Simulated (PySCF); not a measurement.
PySCF 2.14.0, PBE/def2-svp, df: Al(Me)(OH)(OSiH3) ([CH3][Al]([OH])[O][SiH3]), 12 atoms. The geometry is a generated start, not checked to be a minimum at this level.

| Quantity | Result |
|---|---|
| task | energy |
| method | pbe |
| basis | def2-svp |
| two-electron scheme | density fitting |
| mol.max_memory | 3000 MB |
| mf.max_cycle | 100 |
| mf.init_guess | minao (default) |
| mf.conv_tol | 1e-09 (default) |
| mf.grids.level | 3 (default) |
| basis functions | 113 |
| grid points | 149304 |

```xyz
12

Al     0.2437     0.5834     0.6177
C      0.1021    -0.7346     2.1020
H     -0.0536    -1.7489     1.7402
H     -0.7300    -0.4788     2.7584
H      1.0018    -0.7192     2.7160
O      0.6182     2.1527     0.9388
H      0.8084     3.0597     1.1330
O     -0.0419     0.0656    -0.9626
Si    -0.4127    -0.4393    -2.4591
H      0.1932     0.4963    -3.4080
H     -1.8721    -0.4490    -2.5746
H      0.1432    -1.7880    -2.6017
```

With the defaults (mf.DIIS = CDIIS, mf.diis = true, mf.diis_damp = 0, mf.damp = 0, mf.diis_start_cycle = 1, mf.diis_space = 8, mf.level_shift = 0, newton = off) it converges in 13 Fock builds. One run each on 2 threads, 1 BLAS thread, with these changes:
- mf.DIIS = EDIIS
- newton = Hessian by the SCF's own integrals
- mf.diis_space = 12
- mf.level_shift = 0.3 Hartree
- mf.level_shift = 1 Hartree
- mf.diis = false
- mf.diis_damp = 0.3
- mf.damp = 0.3, mf.diis_start_cycle = 4
- mf.diis_space = 3

**Question.** Name the settings that don't reach the solution of the defaults.

**Answer.** No convergence: mf.DIIS = EDIIS; mf.diis = false (the run ends without SCF convergence in 100 cycles). The rest reach the solution of the defaults.

| setting | Fock builds | end |
|---|---|---|
| mf.diis_damp = 0.3 | 11 | same solution |
| the defaults | 13 | same solution |
| mf.diis_space = 12 | 13 | same solution |
| mf.level_shift = 0.3 Hartree | 16 | same solution |
| mf.damp = 0.3, mf.diis_start_cycle = 4 | 21 | same solution |
| mf.diis_space = 3 | 28 | same solution |
| newton = Hessian by the SCF's own integrals | 40 | same solution |
| mf.level_shift = 1 Hartree | 41 | same solution |
| mf.DIIS = EDIIS | 101 | no convergence |
| mf.diis = false | 101 | no convergence |

Under newton the count holds the products with the orbital Hessian.
